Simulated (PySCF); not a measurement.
PySCF 2.14.0, HF/def2-svp, df: Sn(H)(Et)(Vi)2 (C=[CH][SnH]([CH]=C)[CH2]C), 19 atoms. The geometry is a generated start, not checked to be a minimum at this level.

```
Property                                            Result
-------------------------  -------------------------------
task                                                energy
method                                                  hf
basis                                             def2-svp
two-electron scheme                        density fitting
mol.max_memory                                     3000 MB
mf.max_cycle                                           100
mf.init_guess                              minao (default)
mf.DIIS                                    CDIIS (default)
mf.diis_space                                  8 (default)
mf.conv_tol                                1e-09 (default)
effective core potentials  those of the basis set, past Kr
basis functions                                        170
```

```xyz
19

Sn     0.3229     0.2699    -0.9288
C     -0.7947     2.0637    -0.4676
C     -0.6741     2.7580     0.6477
C      2.1138     0.1841     0.2838
C      2.8786    -0.8832     0.4167
C     -0.8986    -1.5611    -0.7109
C     -1.8483    -1.5111     0.4678
H      0.7826     0.3849    -2.5680
H     -1.5055     2.3850    -1.2153
H      0.0169     2.4845     1.4277
H     -1.2646     3.6436     0.8350
H      2.3863     1.0930     0.8041
H      3.7684    -0.8726     1.0288
H      2.6620    -1.8124    -0.0839
H     -1.4527    -1.7110    -1.6339
H     -0.2132    -2.3997    -0.6015
H     -2.5578    -0.6944     0.3656
H     -1.3100    -1.3810     1.4032
H     -2.4119    -2.4401     0.5293
```

One run each on 2 threads, 1 BLAS thread. Values of level_shift (Hartree) tried: 0 (default), 0.1, 0.3, 1.

### Question
Which value of level_shift (Hartree) needs the fewest Fock builds, and what happens away from it?

### Answer
Fewest Fock builds, within one of each other: 0 (default) with 14, 0.1 with 14. The count rises to 26 at 1. All converge to one solution.

```
level_shift (Hartree)  Fock builds            end
---------------------  -----------  -------------
0 (default)                     14  same solution
0.1                             14  same solution
0.3                             16  same solution
1                               26  same solution
```
